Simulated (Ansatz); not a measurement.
The cell is made up: elements placed on another compound's structure type, so the phase may be hypothetical.

The decay constant κ of evanescent states in the gap governs leakage through a thin film.

```yaml
crystal:
  lattice:
    - [3.40604, 0.00003, 0.00000]
    - [1.70300, 2.94973, 0.00000]
    - [0.00000, 0.00000, 7.71863]
  atoms:
    - { symbol: Be, position: [0.49994, 0.50006, 0.66667] }
    - { symbol: Be, position: [0.00000, 0.49994, 0.00000] }
    - { symbol: Be, position: [0.50006, 0.00000, 0.33333] }
    - { symbol: S, position: [0.50000, 0.50000, 0.16667] }
    - { symbol: S, position: [0.00000, 0.50000, 0.50000] }
    - { symbol: S, position: [0.50000, 0.00000, 0.83333] }
```

Space group of this cell: P6_422. The cell was relaxed by PBE-D3(BJ); by r2SCAN its mean pressure is 4.5 GPa.

Transport runs along the normal of the first two printed cell vectors.

The gap is the functional's own, uncorrected, and κ follows it; spin-orbit coupling is left out. Mid-gap values are interpolated between the computed energies.

Question: Predict the band gap and the smallest decay constant κ at mid-gap from r2SCAN in Ansatz (a first-principles code).

Answer: Gap 3.10 eV on a 12×12×4 mesh; κ = 0.268 1/Å, at (0.500, 0.000) of the in-plane reciprocal vectors. At the zone centre, at the nearest computed energy, the slowest state has κ = 0.30 1/Å.
